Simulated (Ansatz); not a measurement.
# A computed series for CsSnI3: response to strain

Consider CsSnI$_{3}$ in the cubic perovskite structure (space group Pm-3m, No. 221; a = 6.1305 Å).

Strains are applied to the cell and any free atomic positions relax.

Computed with Ansatz (a program for electronic structure) PBEsol, no spin-orbit coupling.

Candidates:
(a) isotropic strain +3.00 %
(b) isotropic strain +2.40 %
(c) isotropic strain +1.20 %
(d) isotropic strain +0.60 %

For the base:

| Quantity | Value |
|---|---|
| Band gap | 0.10 eV |

Question: Order them by band gap, lowest first.

Answer: (d) isotropic strain +0.60 % (0.18 eV), (c) isotropic strain +1.20 % (0.26 eV), (b) isotropic strain +2.40 % (0.42 eV), (a) isotropic strain +3.00 % (0.49 eV)

With I present, leaving out spin-orbit coupling can change the band edges. No phonon test of stability was made. Many cubic perovskites are stable only at high temperature; tilts and polar distortions were not tested. A zero or small gap of CsSnI3 can be the functional's error rather than a property of the material.
